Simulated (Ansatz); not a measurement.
# A series of runs on Ni6SnTe2 (I4mm, 9 atoms in the cell)

```
CELL_PARAMETERS angstrom
     -1.90772     1.90772     9.73358
      1.90772    -1.90772     9.73358
      1.90772     1.90772    -9.73358
ATOMIC_POSITIONS crystal
  Ni 0.50107 0.50107 0.00000
  Ni 0.90656 0.40656 0.50000
  Ni 0.40656 0.90656 0.50000
  Ni 0.09541 0.59541 0.50000
  Ni 0.59541 0.09541 0.50000
  Ni 0.80885 0.80885 0.00000
  Sn 0.00035 0.00035 0.00000
  Te 0.31623 0.31623 0.00000
  Te 0.67917 0.67917 0.00000
```

Base run A: Ansatz (a quantum-chemistry and plane-wave program) with LDA (PW92), default PAW files made with PBE, self-consistent single point.

Its settings: basis.ecutwfc = 420 eV; kpoints.mp_grid.grid = 8 8 8; hamiltonian.xc = lda; hamiltonian.pseudopotentials = {kind: paw} (the program's default PAW files); scf.occupations.method = methfessel_paxton; scf.occupations.width = 0.1 eV.

The starting cell comes from a database of computed structures (which also holds hypothetical and non-ambient phases and stackings), without a prior relaxation at this level. Its lattice was rescaled by a random factor within 2.5 % of one. Spin polarisation is off, so a magnetic state, if there is one, cannot be reached. In the base run, with a pressure of about -12 GPa the cell is away from its equilibrium volume at this level. Ansatz's pressure includes its estimate of the finite-basis (Pulay) stress.

ΔF is the free energy per atom less that of run A. 

Run A gave: pressure (GPa) -12.11; largest force (eV/Å) 0.700; TS (meV/atom) 0.5; k-points 59.

Runs:
- B: kpoints.mp_grid.grid, scf.occupations.width = 6 6 6, 0.03 eV
- C: kpoints.mp_grid.grid, scf.occupations.width = 6 6 6, 0.1 eV
- D: kpoints.mp_grid.grid, scf.occupations.width = 6 6 6, 0.3 eV
- E: kpoints.mp_grid.grid, scf.occupations.width = 7 7 7, 0.03 eV
- F: kpoints.mp_grid.grid, scf.occupations.width = 7 7 7, 0.1 eV
- G: kpoints.mp_grid.grid, scf.occupations.width = 7 7 7, 0.3 eV
- H: kpoints.mp_grid.grid, scf.occupations.width = 8 8 8, 0.03 eV
- I: kpoints.mp_grid.grid, scf.occupations.width = 8 8 8, 0.3 eV
- J: kpoints.mp_grid.grid, scf.occupations.width = 10 10 10, 0.03 eV
- K: kpoints.mp_grid.grid, scf.occupations.width = 10 10 10, 0.1 eV
- L: kpoints.mp_grid.grid, scf.occupations.width = 10 10 10, 0.3 eV

Problem. What does run I change against A?

Solution. The free energy stays essentially unchanged (within 1 meV/atom), the pressure hardly changes (-12.11 to -12.17 GPa) and the largest force goes from 0.700 to 0.714 eV/Å.

Problem. What does run D change against A?

Solution. The free energy is nearly the same (within 1 meV/atom), the pressure moves little (-12.11 to -12.21 GPa) and the largest force goes from 0.700 to 0.719 eV/Å.

```csv
run,ΔF (meV/atom),pressure (GPa),largest force (eV/Å),TS (meV/atom),k-points
A,0.00,-12.11,0.700,0.5,59
B,-0.49,-12.14,0.684,0.0,30
C,-0.62,-12.13,0.683,0.4,30
D,-0.04,-12.21,0.719,-4.2,30
E,-2.1,-12.14,0.693,0.0,40
F,-2.1,-12.15,0.700,-0.2,40
G,-0.12,-12.20,0.714,-4.7,40
H,0.37,-12.12,0.697,0.1,59
I,0.32,-12.17,0.714,-2.9,59
J,-1.60,-12.16,0.691,0.0,102
K,-1.40,-12.17,0.691,-0.6,102
L,0.23,-12.19,0.724,-3.7,102
```

Keys are those of Ansatz 0.2.
